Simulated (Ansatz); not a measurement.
WS2: band gap against strain

WS2 (2H layered, P6_3/mmc, 17.434 Å³/atom at rest, c along z) under an equal strain ε along all three axes. PBE-D3(BJ) in Ansatz, a plane-wave DFT program (PAW, default set), 420 eV, 12×12×3 Γ-centred mesh, Fermi-Dirac smearing 0.05 eV; ions are relaxed within the symmetry of each cell. Gaps are the smallest over the k-mesh and a band path, without spin-orbit coupling; in all rows the valence edge lies at Γ and the conduction edge at about 0.7 Å⁻¹ from Γ.

Here s stands for strain and Eg for gap.

```
strain (%)  gap (eV)
----------  --------
-3.00              ?
-1.80           0.77
-1.20           0.81
-0.60           0.85
0.00            0.88
```

Problem. Fit Eg against s with a straight line, and predict the withheld value at s = -3.00.

Solution. Means: s -0.90000, Eg 0.828. About the means, the sum of products is 0.11100 and the sum of squares of s is 1.8000; the slope is their ratio. Least squares gives Eg = 0.883 + 0.0617·s. Residuals (row less fit): -0.002, 0.001, 0.004, -0.003; standard error 0.004 (degrees of freedom: 2). Over these rows the gap moves by 6.2 ± 0.3 eV per unit strain, or 2.1 eV per unit of ln V. At the withheld row, Eg = 0.883 + 0.0617 × (-3.0) = 0.698 eV. The calculation gives 0.66 eV, 0.038 eV below the prediction (17.3 % of the range of Eg in the table). The row lies outside the fitted rows, so this is an extrapolation. The fitted rows scatter only by rounding.

One order more, fitted to all 6 runs of the series, follows each within 0.01, so the miss is the next term of a smooth law. Other structures, which can take over under pressure, weren't tried. Spin-orbit coupling is left out, which can shift this property for WS2. Rows are the converged runs of the series near zero and its far end; series whose fitted rows scatter by over a few per cent of the range, as at a crossing or softening among them, aren't shown in this form. Most that stay on the fit to the last digits aren't either.
